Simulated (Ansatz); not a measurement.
**Mn5Ge3, response to strain**

The reference is Mn5Ge3 (space group P6_3/mcm, No. 193; a = 7.012 Å, c = 4.874 Å; ferromagnetic; a cell from a computed database, its experimental status unchecked). Axes: x lies along a and z along c of the hexagonal cell.

Strains are applied to the cell and any free atomic positions relax; under stress the whole cell relaxes.

All numbers come from PBEsol/PAW in Ansatz (an electronic-structure program), no SOC.

Notes on the quantities. energy relative to the base: free energy F.

```json
[
 {"change": "base", "volume per atom": "12.97 Å³", "energy relative to the base": "0 meV/atom"},
 {"change": "isotropic strain −1.07 %", "volume per atom": "12.56 Å³", "energy relative to the base": "+6.3 meV/atom"},
 {"change": "uniaxial stress, 1 GPa tension along z", "volume per atom": "13.01 Å³", "energy relative to the base": "+0.1 meV/atom"},
 {"change": "tensor shear ε_yz = +3.10 %", "volume per atom": "12.96 Å³", "energy relative to the base": "+6.6 meV/atom"}
]
```

Other magnetic orders, which the real material may have, were not ruled out. Without a gap, meshes like the base's 6×6×8 leave anisotropic stresses uncertain by several tenths of a GPa, and small strain energies with them. Stability under load was not tested beyond the relaxation.
